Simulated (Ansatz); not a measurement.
Inside the gap of an insulator the Bloch states are evanescent, with a wavenumber k + iκ along the transport direction.

Given:

```
CELL_PARAMETERS angstrom
      5.09418     0.00000     0.00000
      0.00000     5.15064     0.00000
      0.87617     0.00000     5.20295
ATOMIC_POSITIONS crystal
  Hf 0.72386 0.54194 0.70791
  Hf 0.27614 0.45806 0.29209
  Hf 0.27614 0.04194 0.79209
  Hf 0.72386 0.95806 0.20791
  O  0.55200 0.25747 0.97858
  O  0.44800 0.74253 0.02142
  O  0.44800 0.75747 0.52142
  O  0.55200 0.24253 0.47858
  O  0.93164 0.66924 0.34625
  O  0.06836 0.33076 0.65375
  O  0.06836 0.16924 0.15375
  O  0.93164 0.83076 0.84625
```

The cell is taken as given; by r2SCAN it stands under a pressure of 3.8 GPa.

Transport runs along the normal of the first two printed cell vectors.

No gap correction and no spin-orbit coupling; mid-gap is the computed energy nearest the middle.

Predict the band gap and the smallest decay constant κ at mid-gap from r2SCAN in Ansatz (a program for electronic structure).

Gap 4.64 eV on a 6×6×6 mesh; κ = 0.436 1/Å, at the zone centre.
